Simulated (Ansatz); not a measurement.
Here is the system:

```yaml
crystal:
  lattice:
    - [0.00000, 3.05798, 3.05798]
    - [3.05798, 0.00000, 3.05798]
    - [3.05798, 3.05798, 0.00000]
  atoms:
    - { symbol: Sb, position: [0.75000, 0.75000, 0.75000] }
    - { symbol: Ga, position: [0.00000, 0.00000, 0.00000] }
```

No spin polarisation.

Level of theory: plane-wave PAW DFT at the PBE level (Ansatz, a quantum-chemistry and plane-wave program, 420 eV), without spin-orbit coupling. k-mesh 13×13×13 (Γ-centred); smearing 0.05 eV (Fermi–Dirac).

Q: What is the computed space group?

A: F-43m (No. 216).

Q: Estimate the pressure.

A: 2.4 GPa.

Q: Predict the band gap.

A: Zero.

Spin-orbit coupling, missing from the scalar runs, can matter with Sb. The cells carry an imposed strain or load. Whether these cells are dynamically stable was not tested. The final runs are not spin-polarised. The cell was made from GaSb in the zinc blende structure (space group F-43m, No. 216) by this change: isotropic strain −1.57 %. Gaps under 0.05 eV, about the width of the smearing, are given as zero. A zero or small gap of GaSb can be the functional's error rather than a property of the material.
